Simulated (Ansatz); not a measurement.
**Effect of uniaxial strain ε_xx = +1.20 % on CdS**

Take CdS in the wurtzite structure (space group P6_3mc, No. 186; a = 4.074 Å, c = 6.637 Å) as the base. Axes: x lies along a and z along c of the hexagonal cell.

Modification: the cell is stretched by 1.20 % along x with no lateral relaxation; the atoms relax in the strained cell.

All numbers come from plane-wave PAW DFT at the LDA level (Ansatz, a quantum-chemistry and plane-wave program, 420 eV), no SOC. k-mesh 9×9×5 (Γ-centred); smearing 0.05 eV (Fermi–Dirac).

```csv
quantity,base,changed,shift
volume per atom,23.85 Å³,24.14 Å³,+0.29 Å³
space group,P6_3mc (No. 186),Cmc2_1 (No. 36),–
shortest interatomic distance,2.491 Å,2.501 Å,+0.010 Å
energy relative to the base (free energy F),0 meV/atom,+1.0 meV/atom,+1.0 meV/atom
"pressure (mean of the normal stresses, compression positive)",0.00 GPa,-0.79 GPa,-0.79 GPa
band gap,1.03 eV,0.99 eV,-0.04 eV
gap character,direct at Γ,direct at Γ,–
electron mass,"0.11 mₑ along c, 0.11 mₑ across (at Γ)","0.11 mₑ along z, 0.11 mₑ across (at Γ)",–
hole mass,–,"1.5 mₑ along x, 0.11 mₑ along y, 1.6 mₑ along z (at Γ)",–
"valence-band top at Γ (three highest levels, from the VBM)","0.00, 0.00, -0.06 eV","0.00, -0.04, -0.06 eV",–
largest internal atomic displacement,–,0.012 Å,–
"stress (xx, yy, zz, yz, xz, xy; compression positive)",–,"(-1.11, -0.68, -0.57, 0.00, 0.00, 0.00) GPa",–
```

Final structure:

```
CELL_PARAMETERS angstrom
      4.12300     0.00000     0.00000
     -2.06150     3.52828     0.00000
      0.00000     0.00000     6.63675
ATOMIC_POSITIONS crystal
  Cd 0.33306 0.66611 0.99970
  Cd 0.66694 0.33389 0.49970
  S  0.33173 0.66346 0.37730
  S  0.66827 0.33654 0.87730
```

Masses are band curvatures over ±0.01 Å⁻¹ around the edge. Stability against distortions was not tested. Labels are those of the standard path for the cell's own space group.
